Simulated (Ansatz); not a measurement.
System: HfO2 (model structure, started from the 3R-MoS2 type, R3m, No. 160, 3 atoms in the cell). Method: r²SCAN (Ansatz, an electronic-structure program, PAW).

Numerical settings: plane-wave cutoff 560 eV, 14×14×14 k mesh, Fermi–Dirac smearing 0.01 eV, scalar-relativistic PAW data made under PBE.

Cell (relaxed at this level):

```xyz
3
Lattice="1.5502 0.8950 4.9477 -1.5502 0.8950 4.9477 0.0000 -1.7901 4.9477" Properties=species:S:1:pos:R:3 pbc="T T T"
Hf     0.0000     0.0000    -0.0019
O      0.0000     0.0000    11.0472
O      0.0000     0.0000     8.7452
```

### Question
Predict the band gap, direct gap at Γ and bulk modulus B0.

### Answer

band gap: 1.97 eV (on the SCF k mesh)
direct gap at Γ: 3.45 eV
bulk modulus B0: 22.6 GPa

Note: the bulk modulus is −V dP/dV from two relaxed cells at ±2 % in volume; the relaxation could raise the start's symmetry but not lower it, so the cell can be a saddle point.

Spin–orbit coupling is not included.

The computed numbers hold no vibrational or temperature effects.

It cost about 14 core-minutes (a rough figure) of CPU time.

A model structure was made by putting elements into a prototype or built by hand; it is no filed structure, need not be a known phase, and can be a saddle point held by its symmetry.
